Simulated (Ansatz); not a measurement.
**A computed series for Al: pressure series**

The reference is Al in the fcc (Cu type) structure (space group Fm-3m, No. 225).

```cif
data_Al
_chemical_formula_sum 'Al1'
_space_group_name_H-M_alt 'P 1'
_space_group_IT_number 1
_cell_length_a 2.85670
_cell_length_b 2.85670
_cell_length_c 2.85670
_cell_angle_alpha 60.000
_cell_angle_beta 60.000
_cell_angle_gamma 60.000
loop_
_space_group_symop_operation_xyz
  'x, y, z'
loop_
_atom_site_label
_atom_site_type_symbol
_atom_site_fract_x
_atom_site_fract_y
_atom_site_fract_z
_atom_site_occupancy
Al1 Al 0.00000 0.00000 0.00000 1
```

Cell and atoms are relaxed at each pressure.

Level of theory: PBE (Ansatz, an electronic-structure program; PAW; 420 eV plane waves; scalar-relativistic without spin-orbit coupling), earlier PAW set.

| pressure (GPa) | volume per atom (Å³/atom) |
|---|---|
| -2 | 16.950 |
| -1 | 16.708 |
| 0 | 16.485 |
| 1.8 | 16.121 |
| 4.2 | 15.699 |
| 9 | 15.003 |
| 18 | 14.032 |
| 30 | ? |
| 60 | 11.570 |

Question: Fit the third-order Birch–Murnaghan form P(V) = (3B₀/2)[(V₀/V)^(7/3) − (V₀/V)^(5/3)]·[1 + (3/4)(B₀′ − 4)((V₀/V)^(2/3) − 1)] (squares taken in P) to the rows shown and predict the withheld row.

Answer: Least squares on the printed values gives V₀ = 16.485 Å³/atom, B₀ = 78.5 GPa, B₀′ = 4.3; this predicts 13.079 Å³/atom, and the run gives 13.092 Å³/atom, 0.013 higher.

Measured bulk modulus of Al: 80.8 GPa (static lattice; corrected from measurement; as listed in H. Levämäki et al., Physical Review B (2014)); the computed value is 3 % below it.

Load acts through the strain it causes; cell and atoms are relaxed under it. Whether these cells are dynamically stable was not tested. No other phases were tried under pressure.
